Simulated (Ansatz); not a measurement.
# Step by step: formation energy of BeTe (zinc blende, F-43m) from the elements

Consider the formation energy of BeTe (zinc blende, F-43m) from the elements. Reaction: Te (P3₁21) + Be (hcp) → BeTe (zinc blende). The sign is products less reactants. The value is per atom of the solid.

BeTe (zinc blende, F-43m), 2 atoms in the cell. Conventional cell: a = 5.5811 Å, b = 5.5811 Å, c = 5.5811 Å, α = 90.00°, β = 90.00°, γ = 90.00°.

Method: Ansatz (a quantum-chemistry and plane-wave program), PAW, neutral cells at 0 K with nuclei at rest, on structures from PBE+D3(BJ). Ansatz runs with its default PAW set. Other levels take these structures. The lattices are those relaxed with PBE+D3(BJ), so at other levels the solids can be strained, which adds to the spread. A dispersion term (D3(BJ), or D4 for r2SCAN) was computed beside these levels and is taken off wherever the name lacks it. The runs are scalar-relativistic, without spin-orbit coupling.

Total energies of the cells in eV, at zero smearing width. They compare only within one column; the weights balance every element.

```csv
cell,atoms,weight,r2SCAN,PBEsol
BeTe (zinc blende),2,+3,-7089.07570,-6992.56465
Te (P3₁21),3,−1,-20984.36410,-20704.53799
Be (hcp),2,−3/2,-186.65115,-180.68440
```

r2SCAN: 3 × (-7089.07570) − (-20984.36410) − 3/2 × (-186.65115) = -2.886 eV; dividing by 6 atoms gives -0.48 eV/atom.

PBEsol: 3 × (-6992.56465) − (-20704.53799) − 3/2 × (-180.68440) = -2.129 eV; dividing by 6 atoms gives -0.35 eV/atom.

What follows from the r2SCAN value: A formula unit of BeTe has 2 atoms, so it forms with -0.4810 × 2 = -0.962 eV, or -92.8 kJ/mol at 96.485 kJ/mol per eV.
